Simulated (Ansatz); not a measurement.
## TiO2, pressure series

Consider TiO$_{2}$ in the rutile structure (space group P4_2/mnm, No. 136; a = 4.643 Å, c = 2.964 Å).

Cell and atoms are relaxed at each pressure.

The values are results of Ansatz (a quantum-chemistry and plane-wave program) PBE, no spin-orbit coupling, not measurements.

Candidates:
(a) pressure 15 GPa
(b) pressure −2 GPa
(c) pressure 2.1 GPa

Before the change:

The width of the top valence band is 1.56 eV.

**Question.** Order them by width of the top valence band, highest first.

**Answer.** (a) pressure 15 GPa (1.68 eV), (c) pressure 2.1 GPa (1.59 eV), (b) pressure −2 GPa (1.53 eV)

The levels and masses belong to the bands next to the band gap. Load acts through the strain it causes; cell and atoms are relaxed under it. Whether these cells are dynamically stable was not tested. No other phases were tried under pressure. The final runs are not spin-polarised.
